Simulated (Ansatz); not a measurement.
**Effective masses and thermopower of GaP (F-43m)**

Here is the system:

```yaml
crystal:
  lattice:
    - [0.00000, 2.71944, 2.71944]
    - [2.71944, 0.00000, 2.71944]
    - [2.71944, 2.71944, 0.00000]
  atoms:
    - { symbol: Ga, position: [0.00000, 0.00000, 0.00000] }
    - { symbol: P, position: [0.25000, 0.25000, 0.25000] }
```

Computed with HSE06 with spin-orbit coupling, rigid bands (plane waves, PAW; Ansatz, a quantum-chemistry and plane-wave program). Geometry: cell and atoms relaxed with PBEsol.

* **band gap**: 2.22 eV
* **electron conductivity mass (300 K, dilute)**: 0.34 mₑ
* **hole conductivity mass (300 K, dilute)**: 0.48 mₑ
* **effective density of states N_c (300 K)**: 4.2e19 cm⁻³
* **effective density of states N_v (300 K)**: 2.1e19 cm⁻³
* **density-of-states mass, electrons**: 1.41 mₑ
* **density-of-states mass, holes**: 0.89 mₑ
* **Seebeck coefficient, n-type 1e19 cm⁻³, 300 K**: -329 μV/K
* **best n-type power factor at 300 K for τ = 10 fs (best axis; densities from 1e16 to 1e21 cm⁻³ tried, whether or not they can be reached)**: 16.2 μW/(cm·K²) at 1e20 cm⁻³
* **Seebeck coefficient, p-type 1e19 cm⁻³, 300 K**: 310 μV/K
* **best p-type power factor at 300 K for τ = 10 fs (best axis; densities from 1e16 to 1e21 cm⁻³ tried, whether or not they can be reached)**: 14.0 μW/(cm·K²) at 3e20 cm⁻³

Rigid bands; masses and Seebeck coefficients take one relaxation time τ for all states and one kind of carrier; polarons and phonon drag are left out. Geometry: cell and atoms relaxed with PBEsol.
